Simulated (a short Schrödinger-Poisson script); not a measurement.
# Symmetric double-gate stack, HfO2 on p-type Si(100)

System: symmetric double-gate stack, HfO2 on p-type Si(100), at 300 K.

| layer | material | thickness (nm) | Na (cm⁻³) |
|---|---|---|---|
| 1 | HfO2 | 11.4 | - |
| 2 | Si | 20 | 1e17 |
| 3 | HfO2 | 11.4 | - |

Constants are typed, rounded textbook-type inputs, not results; the design itself was drawn at random and stands for no fabricated device. HfO2: permittivity 22, conduction-band edge (eV) 1.55, gap (eV) 5.7, electron mass (mₑ) 0.2. Si: permittivity 11.7, conduction-band edge (eV) 0, gap (eV) 1.124, Nv at 300 K (cm⁻³) 3.1e19.

Channel valleys (confinement mass, in-plane density-of-states mass, number): Δ2 0.916, 0.19, 2; Δ4 0.19, 0.417, 4. At the gates, both at one voltage, the conduction-band edge of layer 1 lies 1.73 eV − eVg above the Fermi level of the channel. Gaps are held at their typed values at every temperature. Mesh 0.03 nm at interfaces.

From a short Schrödinger-Poisson script (our own, NumPy): 1D Poisson equation in equilibrium, electrons quantum, Hartree (BenDaniel-Duke, 12 states a valley, the channel's in-plane mass for all, wave functions ending at the dielectric), parabolic valleys, classical holes, full ionisation, no traps, pinning or gate leakage.

```tsv
Vg (V)	electrons (cm⁻²)	C (μF/cm²)	Δ2 E0 (meV)	Δ2 E1 (meV)	Δ4 E0 (meV)	Δ4 E1 (meV)
-0.2	9.99e6	< 0.003	396.9	398.9	401.0	414.7
-0.1	4.77e8	0.00301	297.0	298.9	301.1	314.7
0	2.14e10	0.126	198.7	200.5	202.8	216.3
0.1	3.62e11	1.08	125.1	125.6	131.1	142.5
0.2	1.28e12	1.76	87.0	87.0	101.6	109.0
0.3	2.49e12	2.10	62.8	62.8	87.2	91.8
0.4	3.88e12	2.31	45.3	45.3	78.2	81.2
0.5	5.36e12	2.45	31.7	31.7	71.8	73.9
0.6	6.92e12	2.55	20.7	20.7	67.0	68.5
0.7	8.54e12	2.62	11.3	11.3	63.1	64.3
0.8	1.02e13	2.67	3.0	3.0	59.9	60.9
0.9	1.19e13	2.71	-4.4	-4.4	57.2	58.0
1	1.36e13	2.75	-11.2	-11.2	54.8	55.5
1.1	1.53e13	2.77	-17.6	-17.6	52.7	53.3
1.2	1.70e13	2.80	-23.5	-23.5	50.7	51.2
1.3	1.88e13	2.81	-29.2	-29.2	48.9	49.3
1.4	2.05e13	2.83	-34.7	-34.7	47.2	47.6
1.5	2.23e13	2.85	-40.0	-40.0	45.5	45.9
1.6	2.41e13	2.86	-45.1	-45.1	44.0	44.3
```

Gate voltages with under 1e6 electrons/cm² are left out.

Subbands count from the Fermi level. The capacitance is that of both gates.
